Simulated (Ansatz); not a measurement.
# Response to strain in ZrC

Consider ZrC in the rock salt structure (space group Fm-3m, No. 225; a = 4.669 Å; relaxed with 0.1 eV smearing). Axes: x, y, z lie along the cube axes.

Strains are applied to the cell and any free atomic positions relax.

All numbers come from Ansatz (a first-principles code), PBEsol, PAW, cutoff 420 eV, scalar-relativistic without spin-orbit coupling.

Notes on the quantities. pressure: mean of the normal stresses, compression positive; energy relative to the base: free energy F.

| change | pressure | volume per atom | energy relative to the base |
|---|---|---|---|
| base | 0.0 GPa | 12.72 Å³ | 0 meV/atom |
| uniaxial strain ε_zz = −3.00 % | 8.1 GPa | 12.34 Å³ | +20 meV/atom |
| uniaxial strain ε_zz = −2.50 % | 6.6 GPa | 12.41 Å³ | +13 meV/atom |
| uniaxial strain ε_zz = −2.00 % | ___ | 12.47 Å³ | +8.5 meV/atom |
| uniaxial strain ε_zz = −1.50 % | 3.8 GPa | 12.53 Å³ | +4.7 meV/atom |
| uniaxial strain ε_zz = −1.00 % | 2.5 GPa | 12.60 Å³ | +2.0 meV/atom |
| uniaxial strain ε_zz = +0.50 % | -1.2 GPa | 12.79 Å³ | ___ |
| uniaxial strain ε_zz = +1.00 % | -2.3 GPa | 12.85 Å³ | +1.9 meV/atom |
| uniaxial strain ε_zz = +2.00 % | -4.3 GPa | 12.98 Å³ | +7.4 meV/atom |
| uniaxial strain ε_zz = +2.50 % | -5.3 GPa | 13.04 Å³ | +11 meV/atom |

Task: Some entries are withheld; estimate them.

Result: 
- uniaxial strain ε_zz = −2.00 %, pressure: 5.2 GPa
- uniaxial strain ε_zz = +0.50 %, energy relative to the base: +0.5 meV/atom

No phonon test of stability was made. The final runs are not spin-polarised.
